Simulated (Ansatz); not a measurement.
Consider interstitial O in anatase TiO2, charge state -2. The step: a concerted move, in which O travels most; the atom moves 1.20 Å along (0.25, -0.09, 0.07) of the unit cell; the moving atom starts with neighbours 4 O at 2.32; 2 Ti at 1.86 Å and ends with O at 2.16, 2 O at 2.45, O at 2.51; 2 Ti at 1.99, Ti at 2.10 Å. A PBE band in Ansatz (plane-wave PAW, the Γ point alone, 108 host sites, 37 SCF runs with any check of the saddle's order, static, no finite-size correction) gives a forward barrier of 0.28 eV. The saddle point's order was not checked. The charge state is imposed; whether it is stable for some Fermi level was not computed. Sites that were not tried may lie lower. The start lies 0.070 eV above the lowest site run (PBE). The order of the sites in energy changes with the mesh.

Single points at the band's start and saddle point can refine it. Rough cost of one point, in units of the band's mean SCF on the same machine:

```csv
Level,Cost of one point
"PBE, a 2×2×2 k-point mesh shifted by half a step",about 8
"r2SCAN at 500 eV, the Γ point alone",about 3
```

Which of these move the barrier by more than 0.1 eV, and how far does each move it?

Not one does. PBE, a 2×2×2 k-point mesh shifted by half a step: -0.04 eV; r2SCAN at 500 eV, the Γ point alone: +0.02 eV. Each functional is compared with PBE at the same k-points.

Ansatz is an electronic-structure program.
